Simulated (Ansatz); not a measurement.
Electronic density of states of amorphous Si30N41In, density 3.10 g/cm³, on a 2×2×2 Γ-centred mesh with a Gaussian width of 0.1 eV; energies count from the Fermi level, whose place inside the gap is arbitrary. Cell and mesh are small, so fine structure isn't converged. Method: PBE, scalar-relativistic without spin-orbit coupling (plane waves to 420 eV, PAW; Ansatz, a program for electronic structure). Sampling: a 2×2×2 Γ-centred mesh; Fermi-Dirac width 0.02 eV; no spin polarisation. At PBE the levels at the filled edge of the gap are localised (band-tail or defect states).

The cell was made by melting and quenching with the CHGNet potential and then relaxed with DFT. N atoms were pushed apart under 1.9 Å during the dynamics, to hinder bonds among them. The hot cell started wider than the set density and was brought back towards it in steps. It is the lowest in DFT energy of 2 quenches. It is a model cell: composition and starting density were chosen by hand, and all elements were melted together. No dispersion term was used. Its density started from a set value of 3.12 and ended at 3.10 g/cm³. The simulated quench (nominally 450 K/ps over its main leg) is rapid and tends to freeze in more defects than a deposited or slowly cooled glass has. A cell of this size samples the disorder only roughly. Volume and shape were free in the relaxation. On a 2×2×2 Γ-centred mesh force components of up to 0.13 eV/Å stay, since the relaxation ran on the zone centre alone.

(E - EF (eV), states/(eV atom)): (-12.00, 0.00); (-11.90, 0.00); (-11.80, 0.00); (-11.70, 0.00); (-11.60, 0.00); (-11.50, 0.00); (-11.40, 0.00); (-11.30, 0.00); (-11.20, 0.00); (-11.10, 0.00); (-11.00, 0.00); (-10.90, 0.02); (-10.80, 0.06); (-10.70, 0.10); (-10.60, 0.16); (-10.50, 0.21); (-10.40, 0.22); (-10.30, 0.27); (-10.20, 0.29); (-10.10, 0.26); (-10.00, 0.26); (-9.90, 0.21); (-9.80, 0.19); (-9.70, 0.26); (-9.60, 0.27); (-9.50, 0.24); (-9.40, 0.24); (-9.30, 0.23); (-9.20, 0.24); (-9.10, 0.29); (-9.00, 0.27); (-8.90, 0.22); (-8.80, 0.23); (-8.70, 0.24); (-8.60, 0.29); (-8.50, 0.27); (-8.40, 0.20); (-8.30, 0.19); (-8.20, 0.21); (-8.10, 0.26); (-8.00, 0.30); (-7.90, 0.28); (-7.80, 0.26); (-7.70, 0.29); (-7.60, 0.31); (-7.50, 0.35); (-7.40, 0.33); (-7.30, 0.34); (-7.20, 0.36); (-7.10, 0.35); (-7.00, 0.34); (-6.90, 0.38); (-6.80, 0.41); (-6.70, 0.40); (-6.60, 0.42); (-6.50, 0.42); (-6.40, 0.44); (-6.30, 0.46); (-6.20, 0.45); (-6.10, 0.41); (-6.00, 0.43); (-5.90, 0.44); (-5.80, 0.44); (-5.70, 0.52); (-5.60, 0.51); (-5.50, 0.49); (-5.40, 0.41); (-5.30, 0.38); (-5.20, 0.44); (-5.10, 0.49); (-5.00, 0.49); (-4.90, 0.50); (-4.80, 0.49); (-4.70, 0.45); (-4.60, 0.41); (-4.50, 0.45); (-4.40, 0.43); (-4.30, 0.38); (-4.20, 0.40); (-4.10, 0.39); (-4.00, 0.37); (-3.90, 0.43); (-3.80, 0.43); (-3.70, 0.38); (-3.60, 0.40); (-3.50, 0.39); (-3.40, 0.37); (-3.30, 0.36); (-3.20, 0.39); (-3.10, 0.44); (-3.00, 0.46); (-2.90, 0.47); (-2.80, 0.51); (-2.70, 0.50); (-2.60, 0.46); (-2.50, 0.43); (-2.40, 0.45); (-2.30, 0.44); (-2.20, 0.42); (-2.10, 0.44); (-2.00, 0.43); (-1.90, 0.38); (-1.80, 0.38); (-1.70, 0.39); (-1.60, 0.33); (-1.50, 0.27); (-1.40, 0.30); (-1.30, 0.32); (-1.20, 0.18); (-1.10, 0.05); (-1.00, 0.00); (-0.90, 0.00); (-0.80, 0.00); (-0.70, 0.00); (-0.60, 0.00); (-0.50, 0.00); (-0.40, 0.00); (-0.30, 0.00); (-0.20, 0.00); (-0.10, 0.00); (0.00, 0.00); (0.10, 0.00); (0.20, 0.00); (0.30, 0.00); (0.40, 0.00); (0.50, 0.00); (0.60, 0.00); (0.70, 0.00); (0.80, 0.00); (0.90, 0.00); (1.00, 0.00); (1.10, 0.02); (1.20, 0.02); (1.30, 0.06); (1.40, 0.13); (1.50, 0.12); (1.60, 0.12); (1.70, 0.07); (1.80, 0.01); (1.90, 0.02); (2.00, 0.09); (2.10, 0.17); (2.20, 0.15); (2.30, 0.14); (2.40, 0.17); (2.50, 0.16); (2.60, 0.17); (2.70, 0.18); (2.80, 0.16); (2.90, 0.20); (3.00, 0.21); (3.10, 0.18); (3.20, 0.24); (3.30, 0.31); (3.40, 0.32); (3.50, 0.32); (3.60, 0.32); (3.70, 0.32); (3.80, 0.27); (3.90, 0.31); (4.00, 0.33); (4.10, 0.35); (4.20, 0.36); (4.30, 0.35); (4.40, 0.35); (4.50, 0.38)

The level gap on this mesh is 2.29 eV; the broadening fills part of it in the curve.
